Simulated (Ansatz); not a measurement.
Partial pair distribution functions of a relaxed model of amorphous Hf18O36Cu, broadened by 0.06 Å; density 9.01 g/cm³. All values below come from PBE, scalar-relativistic without spin-orbit coupling (plane waves to 420 eV, PAW; Ansatz, a quantum-chemistry and plane-wave program). In the spin-polarised cell the level spacing at the Fermi energy can part levels of unlike spin.

It comes from a melt-quench run on a machine-learned potential (CHGNet), relaxed afterwards by DFT. O atoms were pushed apart under 1.9 Å during the dynamics, to hinder bonds among them. The hot cell started wider than the set density and was brought back towards it in steps. It is the lowest in DFT energy of 2 quenches. It is a model cell: composition and starting density were chosen by hand, and all elements were melted together. No dispersion term was used. Its density started from a set value of 9.01 and ended at 9.01 g/cm³. The simulated quench (nominally 300 K/ps over its main leg) is rapid and tends to freeze in more defects than a deposited or slowly cooled glass has. One small periodic cell is one sample of the glass; other quenches scatter about these values. The volume was held where the preparation left it, at a PBE pressure of 3.3 GPa. Stress components on the final sampling reach 4.5 GPa. On a 2×2×2 Γ-centred mesh force components of up to 0.19 eV/Å stay, since the relaxation ran on the zone centre alone.

```json
[
 {"r (Å)": "1.65", "g Hf-O": "0.00", "g O-Cu": "0.00", "g Hf-Hf": "0.00", "g O-O": "0.00"},
 {"r (Å)": "1.75", "g Hf-O": "0.01", "g O-Cu": "0.27", "g Hf-Hf": "0.00", "g O-O": "0.00"},
 {"r (Å)": "1.85", "g Hf-O": "0.36", "g O-Cu": "3.38", "g Hf-Hf": "0.00", "g O-O": "0.00"},
 {"r (Å)": "1.95", "g Hf-O": "3.30", "g O-Cu": "4.30", "g Hf-Hf": "0.00", "g O-O": "0.00"},
 {"r (Å)": "2.05", "g Hf-O": "7.69", "g O-Cu": "0.74", "g Hf-Hf": "0.00", "g O-O": "0.00"},
 {"r (Å)": "2.15", "g Hf-O": "5.81", "g O-Cu": "1.70", "g Hf-Hf": "0.00", "g O-O": "0.00"},
 {"r (Å)": "2.25", "g Hf-O": "2.37", "g O-Cu": "1.66", "g Hf-Hf": "0.00", "g O-O": "0.00"},
 {"r (Å)": "2.35", "g Hf-O": "0.96", "g O-Cu": "1.87", "g Hf-Hf": "0.00", "g O-O": "0.06"},
 {"r (Å)": "2.45", "g Hf-O": "0.35", "g O-Cu": "0.70", "g Hf-Hf": "0.00", "g O-O": "0.54"},
 {"r (Å)": "2.55", "g Hf-O": "0.16", "g O-Cu": "0.02", "g Hf-Hf": "0.00", "g O-O": "1.54"},
 {"r (Å)": "2.65", "g Hf-O": "0.24", "g O-Cu": "0.00", "g Hf-Hf": "0.00", "g O-O": "2.45"},
 {"r (Å)": "2.75", "g Hf-O": "0.19", "g O-Cu": "0.00", "g Hf-Hf": "0.00", "g O-O": "2.70"},
 {"r (Å)": "2.85", "g Hf-O": "0.04", "g O-Cu": "0.00", "g Hf-Hf": "0.00", "g O-O": "1.95"},
 {"r (Å)": "2.95", "g Hf-O": "0.02", "g O-Cu": "0.02", "g Hf-Hf": "0.11", "g O-O": "2.09"},
 {"r (Å)": "3.05", "g Hf-O": "0.13", "g O-Cu": "0.87", "g Hf-Hf": "0.81", "g O-O": "1.83"},
 {"r (Å)": "3.15", "g Hf-O": "0.27", "g O-Cu": "2.71", "g Hf-Hf": "1.72", "g O-O": "1.54"},
 {"r (Å)": "3.25", "g Hf-O": "0.36", "g O-Cu": "1.28", "g Hf-Hf": "1.50", "g O-O": "1.42"},
 {"r (Å)": "3.35", "g Hf-O": "0.50", "g O-Cu": "2.10", "g Hf-Hf": "2.46", "g O-O": "1.05"},
 {"r (Å)": "3.45", "g Hf-O": "0.54", "g O-Cu": "2.61", "g Hf-Hf": "2.25", "g O-O": "0.80"},
 {"r (Å)": "3.55", "g Hf-O": "0.67", "g O-Cu": "0.56", "g Hf-Hf": "2.57", "g O-O": "0.71"},
 {"r (Å)": "3.65", "g Hf-O": "0.88", "g O-Cu": "0.61", "g Hf-Hf": "2.90", "g O-O": "0.72"},
 {"r (Å)": "3.75", "g Hf-O": "0.88", "g O-Cu": "0.50", "g Hf-Hf": "2.16", "g O-O": "0.68"},
 {"r (Å)": "3.85", "g Hf-O": "0.81", "g O-Cu": "0.46", "g Hf-Hf": "1.88", "g O-O": "0.63"},
 {"r (Å)": "3.95", "g Hf-O": "1.25", "g O-Cu": "0.53", "g Hf-Hf": "1.98", "g O-O": "0.81"},
 {"r (Å)": "4.05", "g Hf-O": "1.23", "g O-Cu": "0.04", "g Hf-Hf": "1.03", "g O-O": "1.16"},
 {"r (Å)": "4.15", "g Hf-O": "1.23", "g O-Cu": "0.31", "g Hf-Hf": "0.60", "g O-O": "1.06"},
 {"r (Å)": "4.25", "g Hf-O": "1.29", "g O-Cu": "1.82", "g Hf-Hf": "0.35", "g O-O": "0.86"},
 {"r (Å)": "4.35", "g Hf-O": "1.33", "g O-Cu": "2.00", "g Hf-Hf": "0.44", "g O-O": "0.70"},
 {"r (Å)": "4.45", "g Hf-O": "1.45", "g O-Cu": "1.19", "g Hf-Hf": "0.48", "g O-O": "0.49"}
]
```

Within 2.86 Å each Hf has 6.17 O neighbours on average.
